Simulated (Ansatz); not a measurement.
## How far PBE-D3(BJ) and PBEsol-D3(BJ) part for WS2, pressure 15 GPa

Take WS₂ in the 2H-MoS2 type structure (space group P6_3/mmc, No. 194; a = 3.154 Å, c = 12.141 Å; layered, stacked along the Cartesian z axis) as the base.

(Cell as relaxed with PBE-D3(BJ).)

Levels (all Ansatz, a program for electronic structure, PAW, earlier PAW set): PBE-D3(BJ) (420 eV, no SOC); PBEsol-D3(BJ) (420 eV, without spin-orbit coupling).

Each level relaxes its own structure.

```json
[
 {"base": "volume per atom", "PBE-D3(BJ)": "17.44 Å³", "PBEsol-D3(BJ)": "16.49 Å³"},
 {"base": "lattice parameter a", "PBE-D3(BJ)": "3.154 Å", "PBEsol-D3(BJ)": "3.115 Å"},
 {"base": "band gap", "PBE-D3(BJ)": "0.88 eV", "PBEsol-D3(BJ)": "0.66 eV"}
]
```

Modification: a hydrostatic pressure of 15 GPa.

| quantity | PBE-D3(BJ) | PBEsol-D3(BJ) |
|---|---|---|
| hole mass | 1.4 mₑ along c, 0.29 mₑ across (at Γ) | [?] |
| lattice parameter a | 3.052 Å | [?] |
| smallest direct gap | 1.57 eV | [?] |

### Question
What does PBEsol-D3(BJ) give?

### Answer

- hole mass, PBEsol-D3(BJ): 1.5 mₑ along c, 0.26 mₑ across (at Γ)
- lattice parameter a, PBEsol-D3(BJ): 3.020 Å
- smallest direct gap, PBEsol-D3(BJ): 1.31 eV

PBE-D3(BJ)'s lattice parameter a lies 0.0326 Å above PBEsol-D3(BJ)'s (1.1 %); PBE-D3(BJ)'s smallest direct gap lies 0.26 eV above PBEsol-D3(BJ)'s. Neither level is exact; PBEsol-D3(BJ) is the comparison here, not a measurement.

Spin-orbit coupling, missing from the scalar runs, can matter with W. Load acts through the strain it causes; cell and atoms are relaxed under it. Effective masses come from finite differences of ±0.01 Å⁻¹. Stability against distortions was not tested. No other phases were tried under pressure. A zero or small gap of WS2 under pressure 15 GPa can be the functional's error rather than a property of the material.
